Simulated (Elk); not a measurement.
Troubleshooting Elk: a failed run on NbIr3 (Pm-3m, 4 atoms in the cell). The aim is a self-consistent single point with DFT, LDA (PW92), all-electron FP-LAPW, Elk's shipped species files, LAPW+lo basis.

Cell that was meant: a = 3.8900 Å, b = 3.8900 Å, c = 3.8900 Å, α = 90.00°, β = 90.00°, γ = 90.00°.

Part of the input:

```

swidth
  0.00367493

maxscl
  6

scale
  1.889726125
```

Log, with long lists cut:

```
│ Self-consistent loop started │
│ Loop number : 1 │
 total energy                :     -57397.2674566
│ Loop number : 2 │
 total energy                :     -57396.6101816
RMS change in Kohn-Sham potential (target) :   0.1956546857     (  0.1000000000E-05)
Absolute change in total energy (target)   :   0.6572750078     (  0.1000000000E-03)
│ Loop number : 3 │
 total energy                :     -57395.3289011
RMS change in Kohn-Sham potential (target) :   0.1593210498     (  0.1000000000E-05)
Absolute change in total energy (target)   :    1.445599264     (  0.1000000000E-03)
│ Loop number : 4 │
 total energy                :     -57394.7241524
RMS change in Kohn-Sham potential (target) :   0.1572914566     (  0.1000000000E-05)
Absolute change in total energy (target)   :   0.9661485502     (  0.1000000000E-03)
│ Loop number : 5 │
 total energy                :     -57370.5441759
RMS change in Kohn-Sham potential (target) :   0.3281946884E-01 (  0.1000000000E-05)
Absolute change in total energy (target)   :    24.42151359     (  0.1000000000E-03)
│ Loop number : 6 │
Reached self-consistent loops maximum

Energies :
 Fermi                       :     0.521373983182
 total energy                :     -57366.2190124

Density of states at Fermi energy :    35.55309713
 (states/Hartree/unit cell)

Estimated indirect band gap :   0.3151244074E-02
 from k-point      4 to k-point     11
Estimated direct band gap   :   0.7350244032E-02
 at k-point     11

Charges :
 core                        :    172.0000000
 valence                     :    100.0000000
 interstitial                :    7.788219728
 muffin-tins (core leakage)
  species :    1 (Nb)
   atom    1                 :    38.18451293     (  0.1211025770E-04)
  species :    2 (Ir)
   atom    1                 :    75.34242245     (  0.1556073831E-02)
   atom    2                 :    75.34242245     (  0.1556073831E-02)
   atom    3                 :    75.34242245     (  0.1556073831E-02)
 total in muffin-tins        :    264.2117803
 total calculated charge     :    271.9879740
 total charge                :    272.0000000
 error                       :   0.1202602953E-01

│ Self-consistent loop stopped │
```

Problem. Find the mistake and give the fix.

Solution. The fault is an iteration limit that is too low. The loop is cut before its threshold is met, so whatever is printed at the end is not self-consistent. To fix it, raise the limit, or leave it to the default. The run ended unconverged after 6 iterations.

The sound input it was made from differs as follows (other fixes are possible):
```diff
-
-maxscl
-  6
```

With that input, the run converged in 18 iterations: free energy E − TS -1560865.8197 eV; Fermi level (on the code's own zero) 15.00 eV (DFT, LDA (PW92), all-electron FP-LAPW, Elk's shipped species files, LAPW+lo basis).

On the sound input: the starting cell comes from a database of published, mostly measured structures (it also holds non-ambient and calculated ones), without a prior relaxation at this level. Spin-orbit coupling is off. Spin polarisation is off. Values depend on the basis (sphere radii, cutoffs, local orbitals), which need not be converged. The log's line on a gap gives a spacing of levels on this mesh, which the program prints for metals too.
